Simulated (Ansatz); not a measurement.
System: interstitial Al in rutile TiO2 (charge state +3). Level of theory: PBE, PAW (plane waves to 420 eV; Ansatz, a program for electronic structure).

Settings: 72 host sites, the relaxed PBE lattice, one k-point at (0.250, 0.250, 0.250), smearing 0.01 eV, spin-restricted, no image-charge correction. Static, classical nuclei. The charge state is imposed; whether it is stable for some Fermi level was not computed. Sites that were not tried may lie lower.

Barriers: single points on a 2×2×2 k-point mesh shifted by half a step at the bands' geometries.

The step: several atoms move together, Al the farthest; the atom moves 1.48 Å along (0.00, 0.00, 0.50) of the unit cell; the moving atom starts with neighbours 2 O at 1.79, 4 O at 1.98 Å and ends with 2 O at 1.79, 4 O at 1.98 Å.

### Question
What is the computed migration barrier of this step (PBE, PAW)?

### Answer
0.24 eV, the same both ways. At the saddle the moving atom has neighbours 4 O at 1.77 Å. The saddle point's order was not checked, and it lies on a symmetry element of the cell, where a band can be held.
